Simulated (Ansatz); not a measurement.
Consider Si in the diamond structure (space group Fd-3m, No. 227; a = 5.402 Å).

All numbers come from LDA, PAW, 420 eV (Ansatz, a first-principles code; no spin-orbit coupling).

Before the change:

The smallest direct gap is 2.53 eV, the band gap is 0.45 eV and the width of the top valence band is 3.94 eV.

Now apply this change: a hydrostatic pressure of 9 GPa.

Task: Estimate the effect on the smallest direct gap, band gap and width of the top valence band.

Result: The smallest direct gap increases by 0.03 eV (2.53 eV → 2.56 eV); the band gap falls by 0.15 eV (0.45 eV → 0.30 eV); the width of the top valence band rises by 0.35 eV, from 3.94 eV to 4.29 eV.

Load acts through the strain it causes; cell and atoms are relaxed under it. Whether these cells are dynamically stable was not tested. Tetrahedral semiconductors of this kind turn to denser phases somewhere between about 1 and 50 GPa; those were not computed, so compressed cells here can lie past the real transition. A zero or small gap of Si under pressure 9 GPa can be the functional's error rather than a property of the material.
